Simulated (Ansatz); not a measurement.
## Effect of biaxial strain −1.00 %, plane normal [001], relaxed out of plane on Zr

Start from Zr in the hcp (Mg type) structure (space group P6_3/mmc, No. 194; a = 3.144 Å, c = 5.093 Å; relaxed with 0.1 eV smearing). Axes: x lies along a and z along c of the hexagonal cell.

One thing is altered: compressive biaxial strain of 1.00 % in the plane normal to [001], as in epitaxy on a mismatched substrate; the out-of-plane cell vector and the atoms relax.

Calculations: Ansatz (an electronic-structure program) LDA, scalar-relativistic without spin-orbit coupling. Γ-centred 21×21×12 mesh, Fermi–Dirac width 0.1 eV.

| quantity | base | changed | shift |
|---|---|---|---|
| volume per atom | 21.80 Å³ | 21.57 Å³ | -0.23 Å³ |
| space group | P6_3/mmc (No. 194) | P6_3/mmc (No. 194) | – |
| shortest interatomic distance | 3.127 Å | 3.112 Å | -0.015 Å |
| pressure (mean of the normal stresses, compression positive) | 0.0 GPa | 0.9 GPa | +0.9 GPa |
| band gap | zero | zero | – |
| out-of-plane strain | – | +0.97 % | – |
| mean in-plane stress (compression positive) | – | +1.4 GPa | – |

Whether these cells are dynamically stable was not tested. The final runs are not spin-polarised.
